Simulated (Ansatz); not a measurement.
Base system: SnS2 in the CdI2 type structure (space group P-3m1, No. 164; layered, stacked along the Cartesian z axis).

```yaml
crystal:
  lattice:
    - [3.62596, 0.00000, 0.00000]
    - [-1.81298, 3.14018, 0.00000]
    - [0.00000, 0.00000, 5.57353]
  atoms:
    - { symbol: Sn, position: [0.00000, 0.00000, 0.00000] }
    - { symbol: S, position: [0.33333, 0.66667, 0.26441] }
    - { symbol: S, position: [0.66667, 0.33333, 0.73559] }
```

All numbers come from Ansatz (a first-principles code), PBEsol-D3(BJ), PAW, cutoff 420 eV, no spin-orbit coupling, earlier PAW set.

Base values:

The pressure is 0.00 GPa.

Now apply this change: every lattice vector is stretched by 0.35 %, atoms relaxed at fixed cell.

Problem. What happens to the energy relative to the base?

Solution. The energy increases by 0.4 meV/atom.

Problem. What happens to the pressure?

Solution. The pressure (mean of the normal stresses, compression positive) goes from zero to -0.54 GPa.

The cells carry an imposed strain or load. No phonon test of stability was made.
